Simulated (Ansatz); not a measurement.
# A computed series for ZnSnO3: pressure series

The reference is ZnSnO3 (space group R-3, No. 148; a = 5.308 Å, c = 14.025 Å (hexagonal axes); a cell from a computed database, its experimental status unchecked).

Cell and atoms are relaxed at each pressure.

Method: PBEsol/PAW in Ansatz (an electronic-structure program), no spin-orbit coupling.

```csv
P (GPa),V (Å³/atom)
-2.00,11.555
-1.00,11.479
0.30,11.384
0.71,11.355
1.51,11.300
3.00,11.201
5.00,11.075
7.49,10.928
9.99,10.791
```

Fit a third-order Birch–Murnaghan equation of state.

Least squares on P(V) = (3B₀/2)[(V₀/V)^(7/3) − (V₀/V)^(5/3)]·[1 + (3/4)(B₀′ − 4)((V₀/V)^(2/3) − 1)] gives V₀ = 11.41 Å³/atom, B₀ = 158 GPa and B₀′ = 4.7.

Between the base and pressure 10 GPa the gap moves from 1.44 eV to 1.67 eV, a mean slope of 23 meV/GPa.

Load acts through the strain it causes; cell and atoms are relaxed under it. Whether these cells are dynamically stable was not tested. No other phases were tried under pressure.
